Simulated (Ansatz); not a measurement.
Migration barriers: interstitial H in corundum, charge state +1

Defect migration in corundum: interstitial H, charge state +1. Level of theory: PBE, PAW (plane waves to 420 eV; Ansatz, a first-principles code).

Settings: 120 host sites, the relaxed PBE lattice, the Γ point alone, smearing 0.01 eV, spin-restricted, no image-charge correction. Static, classical nuclei. The charge state is imposed; whether it is stable for some Fermi level was not computed. Sites that were not tried may lie lower.

Barriers: single points on a 2×2×2 k-point mesh shifted by half a step along c at the bands' geometries.

```tsv
Route	Start site over the lowest site run (eV)	Hop (Å)	Forward barrier (eV)	Backward barrier (eV)	Neighbours at the start	Neighbours at the saddle	Saddle order	Forward, on the band's own sampling (eV)
a direct jump of one H atom	0.00	1.11	0.20	0.20	Al at 2.05, Al at 2.13; O at 1.01, O at 1.71, O at 2.17 Å	Al at 1.91; O at 1.21, O at 1.26 Å	first order	0.20
a direct jump of one H atom	0.00	1.72	0.79	0.79	Al at 2.05, Al at 2.13; O at 1.01, O at 1.71, O at 2.17 Å	Al at 1.81, Al at 2.19; 2 O at 1.30, O at 1.96 Å	inconclusive	0.80
a direct jump of one H atom	0.00	2.22	1.38	1.38	Al at 2.04, Al at 2.13; O at 1.01, O at 1.71, O at 2.18 Å	2 Al at 1.85; O at 0.96, 2 O at 1.93 Å	inconclusive, on a symmetry element	1.38
```

Paths come from nudged elastic bands with a climbing image. Of the routes that converged and passed our checks, the lowest saddle point lies 0.20 eV above the lowest of the sites run (a direct jump of one H atom); other sites, such as split forms, and other routes may lie lower. A band can be held on a symmetry element, so unchecked saddle points there may be too high.
